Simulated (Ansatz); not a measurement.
Start from CuI in the zinc blende structure (space group F-43m, No. 216; a = 6.079 Å).

Structures relaxed with PBE (Ansatz, a quantum-chemistry and plane-wave program, PAW, no spin-orbit coupling).

Base:

Simulated powder pattern, Mo Kα, λ = 0.71073 Å (kinematic, ideal powder, no thermal factors, no anomalous dispersion; the 10 strongest lines at most, above 2 %, up to 2θ = 40°):

```csv
2θ (°),I/Imax (%),hkl
11.62,100,(111)
13.43,7.9,(200)
19.03,77,(220)
22.36,53,(311)
27.04,14,(400)
29.52,23,(331)
30.31,3.8,(420)
33.28,28,(422)
35.36,17,(511)
38.62,8.5,(440)
```

One thing is altered: full substitution I → Cl; the structure is relaxed again.

Task: Predict the new powder pattern.

Result: 
Simulated powder pattern, Mo Kα, λ = 0.71073 Å (kinematic, ideal powder, no thermal factors, no anomalous dispersion; the 10 strongest lines at most, above 2 %, up to 2θ = 40°):

```json
[
 {"2θ (°)": "13.03", "I/Imax (%)": "100", "hkl": "(111)"},
 {"2θ (°)": "15.06", "I/Imax (%)": "9.4", "hkl": "(200)"},
 {"2θ (°)": "21.36", "I/Imax (%)": "68", "hkl": "(220)"},
 {"2θ (°)": "25.10", "I/Imax (%)": "46", "hkl": "(311)"},
 {"2θ (°)": "26.23", "I/Imax (%)": "2.9", "hkl": "(222)"},
 {"2θ (°)": "30.38", "I/Imax (%)": "11", "hkl": "(400)"},
 {"2θ (°)": "33.19", "I/Imax (%)": "18", "hkl": "(331)"},
 {"2θ (°)": "34.07", "I/Imax (%)": "3.3", "hkl": "(420)"},
 {"2θ (°)": "37.44", "I/Imax (%)": "21", "hkl": "(422)"},
 {"2θ (°)": "39.80", "I/Imax (%)": "12", "hkl": "(333)"}
]
```

The indices refer to each structure's own conventional cell; one index is shown for lines that coincide.

Whether these cells are dynamically stable was not tested. No Hubbard U is applied. All final runs are without spin polarisation.
